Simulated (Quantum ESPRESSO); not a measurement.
Input and output of a self-consistent single point for Cd₂SeS (P3m1, 4 atoms in the cell) (Quantum ESPRESSO).

Method: PBEsol, GBRV 1.5 ultrasoft (PBESOL) pseudopotentials (plane waves; Quantum ESPRESSO).

The change in words: lattice scaled by 0.98. Reference geometry:
```
Cd2SeS
1.0
    4.29722     0.00000     0.00000
   -2.14861     3.72150     0.00000
    0.00000     0.00000     7.00717
Cd Se S
2 1 1
Direct
  0.00000   0.00000   0.49023
  0.33333   0.66667   0.00964
  0.33333   0.66667   0.62575
  0.00000   0.00000   0.12238
```

Reference input (self-consistent single point, DFT, PBEsol, plane waves, GBRV 1.5 ultrasoft (PBESOL) pseudopotentials): ecutwfc = 40 Ry; ecutrho = 200 Ry; occupations = smearing; smearing = fermi-dirac; degauss = 0.000734986 Ry; potentials = {Cd: cd_pbesol_v1.uspp.F.UPF, Se: se_pbesol_v1.uspp.F.UPF, S: s_pbesol_v1.4.uspp.F.UPF}; K_POINTS = automatic 6 6 3 0 0 0; conv_thr = 1e-10 Ry; mixing_beta = 0.7. This run's input differs from it in these lines:

```diff
@@ -10,4 +10,4 @@
   ibrav = 4,
-  A = 4.2972201815,
-  C = 7.0071690000,
+  A = 4.2112760010,
+  C = 6.8670260000,
   nat = 4,
@@ -29,6 +29,6 @@
 ATOMIC_POSITIONS {angstrom}
-Cd    0.0000000000    0.0000000000    3.4351244589
-Cd    0.0000000000    2.4810012285    0.0675491092
-Se    0.0000000000    2.4810012285    4.3847360018
-S     0.0000000000    0.0000000000    0.8575373422
+Cd    0.0000000000    0.0000000000    3.3664221560
+Cd    0.0000000000    2.4313813328    0.0661981306
+Se    0.0000000000    2.4313813328    4.2970415195
+S     0.0000000000    0.0000000000    0.8403866419
 K_POINTS {automatic}
```

Log, with long lists cut:

```
     Self-consistent Calculation

     iteration #  1     ecut=    40.00 Ry     beta= 0.70

     Threshold (ethr) on eigenvalues was too large:
     Diagonalizing with lowered threshold

     negative rho (up, down):  4.359E-02 0.000E+00

     total energy              =    -296.36774257 Ry
     estimated scf accuracy    <       0.19614187 Ry

     iteration #  2     ecut=    40.00 Ry     beta= 0.70

     negative rho (up, down):  4.498E-02 0.000E+00

     total energy              =    -296.43477855 Ry
     estimated scf accuracy    <       0.10519107 Ry

     iteration #  3     ecut=    40.00 Ry     beta= 0.70

     negative rho (up, down):  4.542E-02 0.000E+00

     total energy              =    -296.45452612 Ry
     estimated scf accuracy    <       0.00152953 Ry

   [... 7 blocks of this kind left out ...]

     iteration # 11     ecut=    40.00 Ry     beta= 0.70

     negative rho (up, down):  4.562E-02 0.000E+00

     total energy              =    -296.45532262 Ry
     estimated scf accuracy    <          2.1E-10 Ry

     iteration # 12     ecut=    40.00 Ry     beta= 0.70

     negative rho (up, down):  4.562E-02 0.000E+00
     End of self-consistent calculation

     the Fermi energy is     5.8087 ev

!    total energy              =    -296.45532263 Ry
     estimated scf accuracy    <          3.2E-11 Ry
     smearing contrib. (-TS)   =      -0.00000000 Ry
     internal energy E=F+TS    =    -296.45532263 Ry

     convergence has been achieved in  12 iterations

     negative rho (up, down):  4.562E-02 0.000E+00

     Forces acting on atoms (cartesian axes, Ry/au):

     atom    1 type  1   force =     0.00000000    0.00000000   -0.00232468
     atom    2 type  1   force =     0.00000000    0.00000000    0.00168602
     atom    3 type  2   force =     0.00000000   -0.00000000    0.00202142
     atom    4 type  3   force =     0.00000000   -0.00000000   -0.00138275

     Total force =     0.003774     Total SCF correction =     0.000006

     negative rho (up, down):  4.562E-02 0.000E+00
          total   stress  (Ry/bohr**3)                   (kbar)     P=        1.17
   0.00000769   0.00000000   0.00000000            1.13        0.00        0.00
   0.00000000   0.00000769  -0.00000000            0.00        1.13       -0.00
   0.00000000  -0.00000000   0.00000858            0.00       -0.00        1.26

   JOB DONE.
```

The run converged in 12 iterations. Against the reference run the free energy goes down by 13.1 meV/atom, the pressure goes from -2.91 to 0.12 GPa, the largest force goes from 0.031 to 0.060 eV/Å and the gap on the mesh goes from 0.535 to 0.660 eV.

The starting cell comes from a database of computed structures (which also holds hypothetical and non-ambient phases and stackings), without a prior relaxation at this level. Its lattice was rescaled by a random factor within 2.5 % of one. For this run, on top of that: lattice scaled by 0.98.

Cost on one core of a shared machine: roughly 60 s.
